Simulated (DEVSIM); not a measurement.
# abrupt Si n-p junction

Structure: abrupt Si n-p junction, at 300 K.

| layer (left to right) | material | thickness (μm) | Nd (cm⁻³) | Na (cm⁻³) | τn (s) | τp (s) |
|---|---|---|---|---|---|---|
| 1 | Si | 27.0 | 3.3e17 | - | 0.0002 | 0.0002 |
| 2 | Si | 59.0 | - | 9.4e17 | 0.0002 | 0.0002 |

Left contact: ohmic. Right contact: ohmic. Voltage is applied to the left contact. Recombination: SRH at mid-gap, radiative, Auger. Mobility is constant in doping.

This is a model device: material constants are rounded textbook-type values typed into the input, and sizes, dopings and lifetimes were drawn at random. Values at 300 K.

| parameter | Si |
|---|---|
| gap (eV) | 1.124 |
| affinity (eV) | 4.05 |
| permittivity | 11.7 |
| Nc (cm⁻³) | 2.86e19 |
| Nv (cm⁻³) | 3.1e19 |
| μn (cm²/Vs) | 1417 |
| μp (cm²/Vs) | 470 |
| B (cm³/s) | 4.7e-15 |
| Cn (cm⁶/s) | 2.8e-31 |
| Cp (cm⁶/s) | 9.9e-32 |

Model (solved in DEVSIM): 1D drift-diffusion, Boltzmann statistics, complete ionisation; no tunnelling, impact ionisation, image-force lowering or self-heating.

The potential step across the device at zero bias is 0.918 V. The largest field in the device at zero bias is 260000 V/cm and the dark forward voltage at 1 A/cm² is 0.739 V. The dark forward voltage at 100 A/cm² comes out as 0.867 V.

Dark forward current:

(V (V), J (A/cm²)): (-0.20, -9.7e-10); (-0.30, -4.3e-8); (-0.35, -2.9e-7); (-0.40, -2.0e-6); (-0.45, -1.4e-5); (-0.50, -9.6e-5); (-0.55, -0.00066); (-0.60, -0.0046); (-0.65, -0.032); (-0.70, -0.22); (-0.75, -1.5); (-0.80, -10); (-0.85, -61); (-0.90, -260); (-0.95, -760); (-1.00, -1600); (-1.05, -2900)
